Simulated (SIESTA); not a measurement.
**Converging the k-point mesh at a smearing width of 0.3 eV: Mg (P-3m1, 2 atoms in the cell)**

```
CELL_PARAMETERS angstrom
      1.60018    -2.77160     0.00000
      1.60018     2.77160     0.00000
      0.00000     0.00000     5.19437
ATOMIC_POSITIONS crystal
  Mg 0.33333 0.66667 0.25963
  Mg 0.66667 0.33333 0.75000
```

Computed with LDA PW92, numerical atomic orbitals DZP, PseudoDojo LDA standard norm-conserving potentials (rewritten from UPF to PSML) (SIESTA).

Base settings: XC.functional = LDA; XC.authors = PW92; potentials = PseudoDojo LDA standard; PAO.BasisSize = DZP; PAO.EnergyShift = 0.005 Ry; MeshCutoff = 350 Ry; kgrid.MonkhorstPack = 12 12 7; OccupationFunction = FD; ElectronicTemperature = 0.1 eV; MaxSCFIterations = 150.

In this ladder: ElectronicTemperature = 0.3 eV.

Only quantities that move along the ladder and can be compared are tabulated.

The starting cell has typed, rounded lattice constants, without a prior relaxation at this level. Its lattice was rescaled by up to half a per cent. One atom was moved a little off its site on purpose. Values carry the incompleteness of an atom-centred basis.

```csv
kgrid.MonkhorstPack,free energy less the last step's (meV/atom),pressure (GPa),largest difference of a force vector from the last step's (eV/Å)
4 4 3,-53.26,0.87,0.024
5 5 3,-13.61,1.04,0.027
6 6 3,30.64,1.37,0.016
7 7 4,-7.96,1.14,0.009
9 9 5,1.22,1.14,0.004
11 11 6,-1.58,1.11,0.000
13 13 7,0.33,1.14,0.001
16 16 9,0.23,1.14,0.000
19 19 10,0.07,1.13,0.000
23 23 13,0.00,1.13,0.000
28 28 15,0.00,1.13,0.000
```

Coarsest kgrid.MonkhorstPack that holds the free energy within 1 meV/atom of the last step, with all finer ones: 13 13 7; the step before is off by 1.6 meV/atom.

Coarsest kgrid.MonkhorstPack that holds the pressure within 0.2 GPa of the last step, with all finer ones: 7 7 4; the step before is off by 0.24 GPa.

Coarsest kgrid.MonkhorstPack that holds the forces within 0.005 eV/Å of the last step, with all finer ones: 9 9 5; the step before is off by 0.009 eV/Å.
